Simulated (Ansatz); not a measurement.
## Can Rh3Sb (Pm-3m) replace Cu in a narrow line?

Rh₃Sb (Pm-3m): ρ₀ = 19.2 μΩ·cm, ℓ = 9.12 nm. Cu (Fm-3m) has a bulk resistivity ρ₀ of 1.66 μΩ·cm and a mean free path ℓ of 40.5 nm. Both at 300 K by PBEsol, DFPT electron-phonon coupling, linearised Boltzmann equation (plane waves, PAW, scalar-relativistic; Ansatz, a first-principles code); third figures are kept for the arithmetic, and halving the electron mesh moves ρ₀ by up to 2 and 1 % at 300 K, and ℓ by up to 2 and 1 % (the most at any temperature). Cell of Rh3Sb (Pm-3m): a = 3.9057 Å, b = 3.9057 Å, c = 3.9057 Å, α = 90.00°, β = 90.00°, γ = 90.00°.

Square wire of width d: ρ − ρ₀ = ρ₀ℓ × [0.75(1 − p)/d + 1.5R/((1 − R)D)], with p = 0.2, R = 0.4, D = d.

Write ρ(d) for both metals.

With D = d the size term is Kρ₀ℓ/d, K = 0.75 × 0.8 + 1.5 × 0.4/0.60 = 1.60. Rh3Sb (Pm-3m): ρ₀ℓ = 17.5×10⁻¹⁶ Ω·m², ρ = 19.2 + 280/d. Cu: 6.72×10⁻¹⁶ Ω·m², ρ = 1.66 + 108/d (μΩ·cm, d in nm).

Where, if anywhere, do the two curves cross in favour of Rh3Sb (Pm-3m)?

Nowhere: neither ρ₀ nor ρ₀ℓ of Rh3Sb (Pm-3m) lies under that of Cu.

Give copper a liner of 1.5 nm on each side that carries no current, and suppose that Rh3Sb (Pm-3m) needs no liner. Find the resistance of 1 μm of line, ρL/d², in square trenches of width w. Take w = 9, 16, 18, 20 nm.


| w (nm) | ρ, Rh3Sb (Pm-3m) (μΩ·cm) | Ω/μm, Rh3Sb (Pm-3m) | core d (nm) | ρ, Cu (μΩ·cm) | Ω/μm, Cu |
|---|---|---|---|---|---|
| 9 | 50 | 6200 | 6 | 19.6 | 5400 |
| 16 | 37 | 1430 | 13 | 9.9 | 590 |
| 18 | 35 | 1070 | 15 | 8.8 | 390 |
| 20 | 33 | 830 | 17 | 8.0 | 280 |

The line of Cu has the lower resistance at w = 9, 16, 18, 20 nm. For Cu, d lies under 0.3 ℓ at w = 9 nm, where the formula is only a guide.

The formula is the first-order form of the Fuchs-Sondheimer and Mayadas-Shatzkes models for a square wire of an isotropic metal and fails where d lies far under ℓ. Specularity, reflection and grain size are typed assumptions. With a current-weighted ℓ the product lies above the one-path value, by more the wider the paths spread. Impurities, surface states and whether the polymorph can be grown are outside these numbers.

Computed structure with no diffraction record at hand here (it may be known, metastable or hypothetical): Rh3Sb (Pm-3m).
